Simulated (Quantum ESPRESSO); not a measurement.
Convergence test for CsK₃ (Pm-3m, 4 atoms in the cell)

Space group Pm-3m (No. 221); a = b = c = 7.034 Å, α = β = γ = 90.00°

| atom | site | symmetry | x | y | z |
|---|---|---|---|---|---|
| K | 3c | 4/mm.m | 0.0000 | 0.5000 | 0.5000 |
| Cs | 1a | m-3m | 0.0000 | 0.0000 | 0.0000 |

Method of the run: PBEsol, GBRV 1.5 ultrasoft (PBESOL) pseudopotentials (plane waves; Quantum ESPRESSO).

The starting cell comes from a database of computed structures (which also holds hypothetical and non-ambient phases and stackings), without a prior relaxation at this level.

Held fixed: ecutwfc = 40 Ry; ecutrho = 200 Ry; occupations = smearing; smearing = fermi-dirac; degauss = 0.0073499 Ry; potentials = {K: k_pbesol_v1.4.uspp.F.UPF, Cs: cs_pbesol_v1.uspp.F.UPF}; conv_thr = 1e-09 Ry.

ΔF is the free energy per atom less that of the last row (automatic 12 12 12 0 0 0).

The series runs over K_POINTS = automatic 1 1 1 0 0 0; automatic 2 2 2 0 0 0; automatic 3 3 3 0 0 0; automatic 4 4 4 0 0 0; automatic 5 5 5 0 0 0; automatic 8 8 8 0 0 0; automatic 9 9 9 0 0 0; automatic 12 12 12 0 0 0.

Q: From which setting on does the energy stay within 1 meV/atom of the last one?

A: From K_POINTS = automatic 8 8 8 0 0 0 on; the one before it is off by 1.5 meV/atom.

```json
[
 {"K_POINTS": "automatic 1 1 1 0 0 0", "ΔF (meV/atom)": "-17.3", "pressure (GPa)": "-1.37", "k-points": "1", "plane waves": "10059"},
 {"K_POINTS": "automatic 2 2 2 0 0 0", "ΔF (meV/atom)": "4.9", "pressure (GPa)": "-0.51", "k-points": "4", "plane waves": "10068"},
 {"K_POINTS": "automatic 3 3 3 0 0 0", "ΔF (meV/atom)": "20.2", "pressure (GPa)": "-0.53", "k-points": "4", "plane waves": "10075"},
 {"K_POINTS": "automatic 4 4 4 0 0 0", "ΔF (meV/atom)": "4.9", "pressure (GPa)": "-0.56", "k-points": "10", "plane waves": "10068"},
 {"K_POINTS": "automatic 5 5 5 0 0 0", "ΔF (meV/atom)": "-1.51", "pressure (GPa)": "-0.56", "k-points": "10", "plane waves": "10059"},
 {"K_POINTS": "automatic 8 8 8 0 0 0", "ΔF (meV/atom)": "0.12", "pressure (GPa)": "-0.56", "k-points": "35", "plane waves": "10068"},
 {"K_POINTS": "automatic 9 9 9 0 0 0", "ΔF (meV/atom)": "-0.01", "pressure (GPa)": "-0.56", "k-points": "35", "plane waves": "10075"},
 {"K_POINTS": "automatic 12 12 12 0 0 0", "ΔF (meV/atom)": "0.00", "pressure (GPa)": "-0.56", "k-points": "84", "plane waves": "10075"}
]
```
